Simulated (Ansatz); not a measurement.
The parent structure is GaSb in the zinc blende structure (space group F-43m, No. 216; a = 6.2135 Å).

Level of theory: PBE, PAW, 420 eV (Ansatz, a first-principles code; no SOC).

One change was made to it. Results:

The lattice parameter a decreases by 0.873 bohr to 10.869 bohr; the band gap goes from zero to 0.56 eV.

Problem. What was done to the base?
A) pressure −1 GPa
B) pressure 4.2 GPa
C) pressure 18 GPa

Solution. C, pressure 18 GPa. For comparison, the band gap in the other runs: pressure −1 GPa gives zero; pressure 4.2 GPa gives 0.26 eV.

Spin-orbit coupling, missing from the scalar runs, can matter with Sb. Load acts through the strain it causes; cell and atoms are relaxed under it. No phonon test of stability was made. Tetrahedral semiconductors of this kind turn to denser phases somewhere between about 1 and 50 GPa; those were not computed, so compressed cells here can lie past the real transition. The final runs are not spin-polarised. The zero or small gap of GaSb can change with the level of theory.
